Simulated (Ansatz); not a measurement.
The structure below was relaxed with DFT with PBEsol, PAW potentials and a 420 eV plane-wave cutoff in Ansatz (a program for electronic structure), no spin-orbit coupling.

Space group I-4 (No. 82); a = 5.373 Å, b = 5.373 Å, c = 10.755 Å, α = 90.00°, β = 90.00°, γ = 90.00°

| atom | site | symmetry | x | y | z |
|---|---|---|---|---|---|
| Cu | 2a | -4.. | 0.0000 | 0.0000 | 0.0000 |
| Cu | 2c | -4.. | 0.0000 | 0.5000 | 0.2500 |
| Zn | 2d | -4.. | 0.5000 | 0.0000 | 0.2500 |
| Sn | 2b | -4.. | 0.0000 | 0.0000 | 0.5000 |
| S | 8g | 1 | 0.2596 | 0.2687 | 0.3701 |

**Question.** Write out a cell with all atoms.

**Answer.** 
```xyz
16
Lattice="5.3734 0.0000 0.0000 0.0000 5.3734 0.0000 0.0000 0.0000 10.7554" Properties=species:S:1:pos:R:3 pbc="T T T"
Cu     0.0000     0.0000     0.0000
Cu     0.0000     2.6867     2.6888
Zn     2.6867     0.0000     2.6888
Sn     2.6867     2.6867     0.0000
S      1.3950     1.4437     3.9802
S      3.9784     3.9297     3.9802
S      4.1304     1.2917     1.3974
S      1.2430     4.0817     1.3974
Cu     2.6867     2.6867     5.3777
Cu     2.6867     0.0000     8.0665
Zn     0.0000     2.6867     8.0665
Sn     0.0000     0.0000     5.3777
S      4.0817     4.1304     9.3579
S      1.2917     1.2430     9.3579
S      1.4437     3.9784     6.7751
S      3.9297     1.3950     6.7751
```
This is the conventional cell.

Whether these cells are dynamically stable was not tested. The final runs are not spin-polarised. The cell was made from ZnCu2SnSe4 by this change: Se → S.
